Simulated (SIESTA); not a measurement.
Worked example: self-consistent single point of GeBr2 (P4_2/mnm, 6 atoms in the cell) in SIESTA.

Method: GGA PBEsol, numerical atomic orbitals DZP, PseudoDojo PBEsol standard norm-conserving potentials (rewritten from UPF to PSML) (SIESTA).

```
CELL_PARAMETERS angstrom
      6.72251     0.00000     0.00000
      0.00000     6.72251     0.00000
      0.00000     0.00000     4.11543
ATOMIC_POSITIONS crystal
  Ge 0.00000 0.00000 0.00000
  Ge 0.50000 0.50000 0.50000
  Br 0.29761 0.29761 0.00000
  Br 0.70239 0.70239 0.00000
  Br 0.20239 0.79761 0.50000
  Br 0.79761 0.20239 0.50000
```

Reference input (self-consistent single point, DFT, GGA PBEsol, numerical atomic orbitals DZP, PseudoDojo PBEsol standard norm-conserving potentials (rewritten from UPF to PSML)): XC.functional = GGA; XC.authors = PBEsol; potentials = PseudoDojo PBEsol standard; PAO.BasisSize = DZP; PAO.EnergyShift = 0.01 Ry; MeshCutoff = 350 Ry; kgrid.MonkhorstPack = 3 3 5; OccupationFunction = FD; ElectronicTemperature = 10 K; MaxSCFIterations = 150; SCF.Mixer.Method = Pulay; SCF.Mixer.Weight = 0.1. This run's input differs from it in these lines:

```diff
@@ -30,2 +30,3 @@
 PAO.EnergyShift              0.01 Ry
+PAO.SplitNorm                0.3
 MeshCutoff                   350 Ry
```

Output (repeated stretches shortened):

```
        iscf     Eharris(eV)        E_KS(eV)     FreeEng(eV)     dDmax    Ef(eV) dHmax(eV)
   scf:    1    -6570.650289    -6563.169005    -6563.169005  0.399268 -3.587698  4.620627
   scf:    2    -6563.536710    -6563.358036    -6563.358036  0.013397 -3.981993  3.871834
   scf:    3    -6563.786338    -6563.704864    -6563.704864  0.070973 -3.306335  0.587116
   scf:    4    -6563.356351    -6563.613753    -6563.613753  0.039946 -4.353273  1.391028
   scf:    5    -6563.800846    -6563.745795    -6563.745795  0.025293 -3.628333  0.007410
   scf:    6    -6563.745755    -6563.745785    -6563.745785  0.000772 -3.653699  0.034988
   scf:    7    -6563.745820    -6563.745804    -6563.745804  0.000322 -3.643686  0.019054
   scf:    8    -6563.745858    -6563.745841    -6563.745841  0.000387 -3.637965  0.000749
   scf:    9    -6563.745837    -6563.745840    -6563.745840  0.000076 -3.635898  0.004713
   scf:   10    -6563.745842    -6563.745841    -6563.745841  0.000096 -3.637798  0.000035
SCF Convergence by DM+H criterion
max |DM_out - DM_in|         :     0.0000962791
max |H_out - H_in|      (eV) :     0.0000347196
SCF cycle converged after 10 iterations

Using DM_out to compute the final energy and forces

siesta: E_KS(eV) =            -6563.7458

siesta: E_KS - E_eggbox =     -6563.7458

siesta: Atomic forces (eV/Ang):
     1   -0.000000   -0.000000   -0.000000
     2    0.000000    0.000000    0.000000
     3    0.062394    0.062394   -0.000000
     4   -0.062394   -0.062394   -0.000000
     5   -0.062394    0.062394   -0.000000
     6    0.062394   -0.062394   -0.000000
   Tot    0.000000    0.000000    0.000000
   Max    0.062394
   Res    0.041596    sqrt( Sum f_i^2 / 3N )
   Max    0.062394    constrained

   [... lines left out ...]
siesta: FreeEng =     -6563.745841
siesta: Cell volume =        185.985247 Ang**3
siesta:         -23.87315386        -24.33189901  kBar
   [... lines left out ...]
   4  6.883   1.817   0.029   1.681   1.590   1.681   0.008   0.027   0.008
   [... 5 lines left out ...]

mulliken: Qtot =       56.000

Mulliken Atomic Populations:
Atom #   charge [q] valence [e]  Species
     1    -0.233283   14.233283  Ge
     2    -0.233283   14.233283  Ge
     3     0.116641    6.883359  Br
     4     0.116641    6.883359  Br
     5     0.116641    6.883359  Br
     6     0.116641    6.883359  Br
 Total    -0.000000
```

The run converged in 10 iterations. Against the reference run the free energy rises by 50.2 meV/atom, the pressure goes from -2.10 to -2.39 GPa, the largest force goes from 0.064 to 0.088 eV/Å and the gap on the mesh goes from 1.608 to 1.582 eV.

The starting cell comes from a database of computed structures (which also holds hypothetical and non-ambient phases and stackings), without a prior relaxation at this level. Its lattice was rescaled by a random factor within 2.5 % of one. Values carry the incompleteness of an atom-centred basis.
